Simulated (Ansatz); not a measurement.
The reference is TeO$_{2}$ in the fluorite structure (space group Fm-3m, No. 225; a = 5.324 Å; a hypothetical phase, not in the database extracts checked). Axes: x, y, z lie along the cube axes.

The change: the symmetric strain tensor [0.0103 -0.0016 0.0070; -0.0016 0.0033 -0.0105; 0.0070 -0.0105 0.0059]; the atoms relax in the strained cell.

Levels (all Ansatz, an electronic-structure program, PAW): PBEsol (420 eV, scalar-relativistic without spin-orbit coupling); PBEsol+SOC (420 eV, with spin-orbit coupling).

The geometry is relaxed with PBEsol.

| Property | Result |
|---|---|
| PBEsol lowest conduction level above the VBM at special points | V 1.08 eV; U 1.10 eV; T 1.15 eV; Γ 1.61 eV |
| PBEsol smallest direct gap | 2.38 eV |
| PBEsol pressure | -32.4 kbar |

Problem. What does PBEsol+SOC give at this geometry for the lowest conduction level above the VBM at special points, smallest direct gap and pressure?

Solution. The lowest conduction level above the VBM at special points changes from V 1.08 eV; U 1.10 eV; T 1.15 eV; Γ 1.61 eV to V 1.03 eV; U 1.05 eV; T 1.09 eV; Γ 1.22 eV; the smallest direct gap decreases by 0.046 eV, from 2.38 eV to 2.34 eV; the pressure goes up by 2.93 kbar to -29.4 kbar.

Single points use the geometry relaxed with PBEsol. The spin-orbit shifts are approximate. Spin-orbit coupling, missing from the scalar runs, can matter with Te. Stability against distortions was not tested. Labels are those of the standard path for the cell's own space group.
